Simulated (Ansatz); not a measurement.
Take ZnGeAs$_{2}$ in the chalcopyrite structure (space group I-42d, No. 122) as the base.

```yaml
crystal:
  lattice:
    - [-2.82745, 2.82745, 5.59366]
    - [2.82745, -2.82745, 5.59366]
    - [2.82745, 2.82745, -5.59366]
  atoms:
    - { symbol: As, position: [0.37500, 0.37369, 0.49869] }
    - { symbol: As, position: [0.62631, 0.12500, 0.00131] }
    - { symbol: As, position: [0.87500, 0.87631, 0.50131] }
    - { symbol: As, position: [0.12369, 0.62500, 0.99869] }
    - { symbol: Ge, position: [0.50000, 0.50000, 0.00000] }
    - { symbol: Ge, position: [0.25000, 0.75000, 0.50000] }
    - { symbol: Zn, position: [0.00000, 0.00000, 0.00000] }
    - { symbol: Zn, position: [0.75000, 0.25000, 0.50000] }
```

Cartesian axes are those of the cell as printed.

Level of theory: PBEsol (Ansatz, a program for electronic structure; PAW; 420 eV plane waves; no spin-orbit coupling).

Base values:

| Item | Value |
|---|---|
| Volume per atom | 22.36 Å³ |

One thing is altered: biaxial strain +2.25 %, plane normal [001], relaxed out of plane (Cartesian); in-plane vectors clamped, the third vector and the atoms free.

### Question
How does this affect the energy relative to the base and volume per atom?

### Answer
The energy grows by 7.0 meV/atom; the volume per atom increases by 0.50 Å³ (22.36 Å³ → 22.86 Å³).

Whether these cells are dynamically stable was not tested.
